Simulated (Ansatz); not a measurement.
A computed series for PbSe: response to strain

The reference is PbSe in the rock salt structure (space group Fm-3m, No. 225; a = 6.1016 Å). Axes: x, y, z lie along the cube axes.

Strains are applied to the cell and any free atomic positions relax.

Calculations: PBEsol (Ansatz, a program for electronic structure), spin-orbit coupling left out.

Candidates:
(a) uniaxial strain ε_zz = −2.50 %
(b) uniaxial strain ε_zz = +2.00 %
(c) uniaxial strain ε_zz = +2.50 %
(d) uniaxial strain ε_zz = +3.00 %
(e) uniaxial strain ε_zz = −0.50 %

Notes on the quantities. energy relative to the base: free energy F.

**Question.** Order them by energy relative to the base, lowest first.

**Answer.** (e) uniaxial strain ε_zz = −0.50 % (+0.3 meV/atom), (b) uniaxial strain ε_zz = +2.00 % (+4.5 meV/atom), (c) uniaxial strain ε_zz = +2.50 % (+6.9 meV/atom), (a) uniaxial strain ε_zz = −2.50 % (+8.5 meV/atom), (d) uniaxial strain ε_zz = +3.00 % (+9.7 meV/atom)

Stability against distortions was not tested.
